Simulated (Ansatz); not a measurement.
# rock-salt TaN (1 1 0) on rock-salt MgO (1 1 0) (film strained to the substrate, started from cuts of the bulks and a machine-learned relaxation; slabs Mg10O10 and N6Ta6, which can lie off the formulas)

A periodic stack without vacuum, rock-salt TaN (1 1 0) on rock-salt MgO (1 1 0) (film strained to the substrate, started from cuts of the bulks and a machine-learned relaxation; slabs Mg10O10 and N6Ta6, which can lie off the formulas): substrate slab Mg10O10, film N6Ta6, surface cells [[0, -1], [1, -1]] and [[0, -1], [1, -1]], film strained by -3.7 and -3.7 %, outermost planes MgO/MgO and NTa/NTa as cut, which need not be the usual terminations and can put a slab off its formula.

The start was prepared with a machine-learned potential, and the result is one local minimum, with the in-plane cell held and forces under 0.04 eV/Å; the film can end far from its bulk form.

Level of theory: PBE (plane waves to 420 eV, PAW; Ansatz, an electronic-structure program). Spin–orbit coupling is left out; the runs are not spin-polarised; PBE gaps are too small against experiment. Its k-point mesh 13×7×1, Fermi–Dirac width 0.05 eV.

* **interface area**: 12.8 Å²
* **period**: 25.45 Å
* **heights between the nearest atoms of the two slabs at the two interfaces**: 1.50 and 1.97 Å
* **Mg–Ta contacts across the interfaces within 1.22 times the sum of covalent radii**: 8, mean 3.16 Å
* **Mg–N contacts across the interfaces within 1.22 times the sum of covalent radii**: 3, mean 2.09 Å
* **O–Ta contacts across the interfaces within 1.22 times the sum of covalent radii**: 3, mean 2.29 Å

```yaml
crystal:
  lattice:
    - [3.00706, -0.00021, 0.06752]
    - [3.00676, 4.25332, 0.09644]
    - [0.83448, -0.16911, 25.47501]
  atoms:
    - { symbol: Mg, position: [0.41863, 0.91582, 0.09591] }
    - { symbol: Mg, position: [0.43937, 0.41583, 0.04211] }
    - { symbol: Mg, position: [0.36106, 0.91587, 0.21543] }
    - { symbol: Mg, position: [0.38859, 0.41583, 0.15726] }
    - { symbol: Mg, position: [0.30485, 0.91588, 0.33384] }
    - { symbol: Mg, position: [0.33269, 0.41588, 0.27495] }
    - { symbol: Mg, position: [0.24860, 0.91587, 0.45205] }
    - { symbol: Mg, position: [0.27678, 0.41587, 0.39309] }
    - { symbol: Mg, position: [0.19185, 0.91588, 0.57022] }
    - { symbol: Mg, position: [0.22045, 0.41587, 0.51140] }
    - { symbol: O, position: [0.94669, 0.91585, 0.04065] }
    - { symbol: O, position: [0.91634, 0.41584, 0.09710] }
    - { symbol: O, position: [0.88898, 0.91587, 0.15639] }
    - { symbol: O, position: [0.86104, 0.41585, 0.21551] }
    - { symbol: O, position: [0.83302, 0.91585, 0.27456] }
    - { symbol: O, position: [0.80489, 0.41586, 0.33377] }
    - { symbol: O, position: [0.77691, 0.91586, 0.39269] }
    - { symbol: O, position: [0.74865, 0.41587, 0.45222] }
    - { symbol: O, position: [0.72087, 0.91587, 0.51051] }
    - { symbol: O, position: [0.69170, 0.41587, 0.57063] }
    - { symbol: N, position: [0.66360, 0.91595, 0.62966] }
    - { symbol: N, position: [0.62800, 0.41553, 0.70656] }
    - { symbol: N, position: [0.60342, 0.91568, 0.75881] }
    - { symbol: N, position: [0.56688, 0.41555, 0.83649] }
    - { symbol: N, position: [0.54175, 0.91556, 0.89035] }
    - { symbol: N, position: [0.50826, 0.41581, 0.96344] }
    - { symbol: Ta, position: [0.13398, 0.91558, 0.69370] }
    - { symbol: Ta, position: [0.15786, 0.41592, 0.64184] }
    - { symbol: Ta, position: [0.07341, 0.91558, 0.82280] }
    - { symbol: Ta, position: [0.09651, 0.41566, 0.77318] }
    - { symbol: Ta, position: [0.00820, 0.91579, 0.95578] }
    - { symbol: Ta, position: [0.03539, 0.41560, 0.90182] }
```
